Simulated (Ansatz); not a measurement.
Structures of equal composition on the (110) surface of bcc Nb: a layer of Al in place of the second plane; a layer of Al in place of the third plane. The slabs share one bottom face, and each structure is named by its start. These are constructed structures in small cells; real faces may alloy, dewet or reconstruct in larger ones, and not all known structures of the face are among them. Slabs of about 12 Å with all that they carry, Fermi-Dirac smearing of 0.1 eV. Bottom of the slabs: a bare face, its two planes held. Relaxed from the named starts with such symmetry as they have, on meshes of like density; energies extrapolated to zero smearing; no spin-orbit coupling, no U. Spin-polarised runs, if any, are marked in brackets, and their order is one that fits the cell; the others ran without spin.

Level of theory: PBE (plane waves to 420 eV, PAW; Ansatz, a program for electronic structure).

Task: Order them by energy per 1x1 cell (lowest first) at the level PBE.

Result: a layer of Al in place of the third plane (0.000 eV), a layer of Al in place of the second plane (0.238 eV)
